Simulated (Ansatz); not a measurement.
Take CsSnI3 in the cubic perovskite structure (space group Pm-3m, No. 221) as the base.

```yaml
crystal:
  lattice:
    - [6.03051, 0.00000, 0.00000]
    - [0.00000, 6.03051, 0.00000]
    - [0.00000, 0.00000, 6.03051]
  atoms:
    - { symbol: Cs, position: [0.00000, 0.00000, 0.00000] }
    - { symbol: Sn, position: [0.50000, 0.50000, 0.50000] }
    - { symbol: I, position: [0.50000, 0.00000, 0.50000] }
    - { symbol: I, position: [0.00000, 0.50000, 0.50000] }
    - { symbol: I, position: [0.50000, 0.50000, 0.00000] }
```

Cartesian axes are those of the cell as printed.

Level of theory: LDA (Ansatz, a first-principles code, PAW, spin-orbit coupling left out).

Strains are applied to the cell and any free atomic positions relax; under biaxial strain the out-of-plane vector relaxes too.

One change was made to it. Results:

| quantity | base | after |
|---|---|---|
| shortest interatomic distance | 3.015 Å | 2.961 Å |
| energy relative to the base (free energy F) | 0 meV/atom | +5.4 meV/atom |
| pressure (mean of the normal stresses, compression positive) | 0.0 GPa | 0.8 GPa |

Problem. Name the change that was made.
A) biaxial strain −0.60 %, plane normal [001], relaxed out of plane
B) biaxial strain −1.80 %, plane normal [001], relaxed out of plane
C) biaxial strain −1.20 %, plane normal [001], relaxed out of plane
D) biaxial strain −2.40 %, plane normal [001], relaxed out of plane

Solution. B, biaxial strain −1.80 %, plane normal [001], relaxed out of plane. For comparison, the energy relative to the base in the other runs: biaxial strain −2.40 %, plane normal [001], relaxed out of plane gives +9.8 meV/atom; biaxial strain −0.60 %, plane normal [001], relaxed out of plane gives +0.6 meV/atom; biaxial strain −1.20 %, plane normal [001], relaxed out of plane gives +2.4 meV/atom.

Whether these cells are dynamically stable was not tested. All final runs are without spin polarisation. Many cubic perovskites are stable only at high temperature; tilts and polar distortions were not tested.
